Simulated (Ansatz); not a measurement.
Worked example: self-consistent single point of ZrSc (P3m1, 2 atoms in the cell) in Ansatz (a first-principles code).

Method: LDA (PW92), default PAW files made with PBE (plane waves; Ansatz).

```
ZrSc
1.0
    3.29926     0.00000     0.00000
   -1.64963     2.85725     0.00000
    0.00000     0.00000     5.18079
Zr Sc
1 1
Cartesian
  1.64963   0.95241   0.05000
  0.00000   0.00000   2.59039
```

Reference input (self-consistent single point, DFT, LDA (PW92), plane waves, default PAW files made with PBE): basis.ecutwfc = 420 eV; kpoints.mp_grid.grid = 11 11 7; hamiltonian.xc = lda; hamiltonian.pseudopotentials = {kind: paw} (the program's default PAW files); scf.occupations.method = fermi_dirac; scf.occupations.width = 0.1 eV. This run's input differs from it in these lines:

Ansatz 0.2 input:
```diff
@@ -11,3 +11,3 @@
 kpoints:
-  mp_grid: { grid: [11, 11, 7] }
+  mp_grid: { grid: [6, 6, 4] }
 hamiltonian:
```

Output (repeated stretches shortened):

```
SCF iter   1: F=—  HF=-6166.411451 eV  |F-HF|=—  |Δ(HF+E_count)|=         —  Δρ=5.33e-3  dr2=5.70e-3  ethr=1.77e-3  ⟨swp⟩=4.3  Hψ=1619  notcnv=0
all-band conjugate gradients solve this SCF's bands
preconditioner: auto → none
SCF iter   2: F=—  HF=-6166.410828 eV  |F-HF|=—  |Δ(HF+E_count)|=   6.23e-4  Δρ=2.96e-3  dr2=1.89e-3  ethr=2.48e-5  ⟨swp⟩=1.0  Hψ=576  notcnv=0
SCF iter   3: F=—  HF=-6166.410907 eV  |F-HF|=—  |Δ(HF+E_count)|=   7.90e-5  Δρ=3.47e-4  dr2=9.84e-5  ethr=8.22e-6  ⟨swp⟩=2.5  Hψ=649  notcnv=0
SCF iter   4: F=—  HF=-6166.410924 eV  |F-HF|=—  |Δ(HF+E_count)|=   1.68e-5  Δρ=2.72e-4  dr2=1.86e-4  ethr=4.28e-7  ⟨swp⟩=2.0  Hψ=604  notcnv=0
SCF iter   5: F=—  HF=-6166.410890 eV  |F-HF|=—  |Δ(HF+E_count)|=   3.40e-5  Δρ=6.38e-5  dr2=7.94e-6  ethr=4.28e-7  ⟨swp⟩=2.2  Hψ=550  notcnv=0
SCF iter   6: F=—  HF=-6166.410888 eV  |F-HF|=—  |Δ(HF+E_count)|=   1.56e-6  Δρ=1.58e-5  dr2=5.02e-7  ethr=3.45e-8  ⟨swp⟩=2.0  Hψ=473  notcnv=0
SCF iter   7: F=-6166.410888 eV  HF=-6166.410888 eV  |F-HF|=3.17e-10  |Δ(HF+E_count)|=   6.47e-8  Δρ=5.28e-6  dr2=4.75e-9  ethr=4.35e-10  ⟨swp⟩=4.0  Hψ=1123  notcnv=0
SCF 1 converged in 7 iterations: F = -6166.410888 eV  dr2 = 4.75e-9
Free energy (F): -6166.410888 eV
Internal energy: -6166.314391 eV  (E = F + TS)
E sigma→0 (E₀):  -6166.362640 eV
Entropy (-TS):   -0.096497 eV (-48.248 meV/atom)
Fermi energy:    10.932726 eV
--- Forces (eV/Å), atoms counted from 1 ---
  atom   1  Zr     0.00000000    -0.00000000    -0.09167661
  atom   2  Sc     0.00000000     0.00000000     0.09167470
--- Stress (GPa, compression-positive) ---
       -7.548099       0.000000      -0.000000
       -0.000000      -7.548099       0.000000
       -0.000000       0.000000      -6.611166
  P = ⅓ Tr σ = -7.2358 GPa (-72.358 kbar)
  The stress holds the Pulay correction. Without it, at fixed plane waves, as pw.x and ABINIT print it: P = -7.2456 GPa
```

The run converged in 7 iterations. Against the reference run the free energy drops by 2.1 meV/atom, the pressure hardly changes (-7.15 to -7.24 GPa) and the largest force goes from 0.101 to 0.092 eV/Å.

The starting cell comes from a database of computed structures (which also holds hypothetical and non-ambient phases and stackings), without a prior relaxation at this level. Its lattice was rescaled by up to half a per cent. One atom was moved a little off its site on purpose. With a pressure of about -7 GPa the cell is away from its equilibrium volume at this level. Ansatz's pressure includes its estimate of the finite-basis (Pulay) stress.
